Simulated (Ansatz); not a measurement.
## A computed series for BAs: response to strain

The reference is BAs in the zinc blende structure (space group F-43m, No. 216).

```
BAs
1.0
    0.00000     2.36609     2.36609
    2.36609     0.00000     2.36609
    2.36609     2.36609     0.00000
B As
1 1
Direct
  0.00000   0.00000   0.00000
  0.25000   0.25000   0.25000
```

Cartesian axes are those of the cell as printed.

Strains are applied to the cell and any free atomic positions relax; under biaxial strain the out-of-plane vector relaxes too.

Computed with Ansatz (an electronic-structure program), LDA, PAW, cutoff 420 eV, scalar-relativistic without spin-orbit coupling.

Notes on the quantities. in-plane stress: mean in-plane stress (compression positive).

| change | in-plane stress | out-of-plane strain | shortest interatomic distance | gap character |
|---|---|---|---|---|
| base | – | – | 2.049 Å | – |
| biaxial strain −2.50 %, plane normal [111], relaxed out of plane | +10.8 GPa | +0.64 % | 2.011 Å | indirect, Γ → F–Γ (17 % along) |
| biaxial strain −2.08 %, plane normal [111], relaxed out of plane | +8.8 GPa | +0.53 % | 2.018 Å | indirect, Γ → F–Γ (17 % along) |
| biaxial strain −1.25 %, plane normal [111], relaxed out of plane | +5.1 GPa | +0.31 % | 2.030 Å | indirect, Γ → F–Γ (17 % along) |
| biaxial strain −0.42 %, plane normal [111], relaxed out of plane | +1.7 GPa | +0.10 % | 2.043 Å | indirect, Γ → F–Γ (22 % along) |
| biaxial strain +0.42 %, plane normal [111], relaxed out of plane | -1.6 GPa | -0.10 % | 2.050 Å | indirect, Γ → F–Γ (18 % along) |
| biaxial strain +0.83 %, plane normal [111], relaxed out of plane | -3.1 GPa | -0.20 % | 2.050 Å | indirect, Γ → F–Γ (18 % along) |
| biaxial strain +1.25 %, plane normal [111], relaxed out of plane | -4.6 GPa | -0.30 % | 2.051 Å | indirect, Γ → F–Γ (18 % along) |
| biaxial strain +1.67 %, plane normal [111], relaxed out of plane | -6.0 GPa | -0.39 % | 2.051 Å | indirect, Γ → F–Γ (18 % along) |
| biaxial strain +2.50 %, plane normal [111], relaxed out of plane | -8.7 GPa | -0.57 % | 2.052 Å | indirect, Γ → F–Γ (18 % along) |

Whether these cells are dynamically stable was not tested. Labels are those of the standard path for the cell's own space group.
